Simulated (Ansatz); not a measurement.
ZnGeP2: stress against strain

ZnGeP2 (chalcopyrite, I-42d, 19.179 Å³/atom and stress up to 0.01 GPa in the relaxed cell, c along z) under an equal strain ε in the (001) plane with the normal axis free, as in a coherent film. LDA in Ansatz, a plane-wave DFT program (PAW, default set), 420 eV, 9×9×9 Γ-centred mesh, Fermi-Dirac smearing 0.05 eV; ions are relaxed, or left where forces stay under 0.02 eV/Å, within the symmetry of each cell. Stress is positive for a compressed cell.

Here s stands for strain and y for stress xx.

| strain (%) | stress xx (GPa) |
|---|---|
| -3.00 | ? |
| -1.50 | 2.27 |
| -0.75 | 1.10 |
| 0.00 | 0.00 |
| 0.75 | -1.04 |
| 1.50 | -2.03 |

Fit y of the 5 rows that show it with a straight line. Means: s 0, y 0.060. About the means, the sum of products is -8.0550 and the sum of squares of s is 5.6250; the slope is their ratio. Least squares gives y = 0.060 - 1.4320·s. Residuals (row less fit): 0.062, -0.034, -0.060, -0.026, 0.058; standard error 0.065 (degrees of freedom: 3). The slope gives the biaxial elastic modulus of this plane = 143 ± 3 GPa (± standard error of the fit, which holds the terms cut off).

### Question
What does the fit predict for y at s = -3.00, and how far is the calculated value from it?

### Answer
y = 0.060 - 1.4320 × (-3.00) = 4.356 GPa. The calculation gives 4.79 GPa, 0.434 GPa above the prediction (6.4 % of the range of y in the table). The row lies outside the fitted rows, so this is an extrapolation. From the scatter of the fitted rows alone, a prediction at this place has a standard error of 0.109 GPa, so the miss is 4.0 times that.

A polynomial of degree 2 through the 8 other runs of the series gives 4.78 there, so most of the miss is curvature that the fit leaves out. Rows are the converged runs of the series near zero and its far end; series whose fitted rows scatter by over a few per cent of the range, as at a crossing or softening among them, aren't shown in this form, nor equations of state whose B0' disagrees with the runs' pressures. Most that stay on the fit to the last digits aren't either.
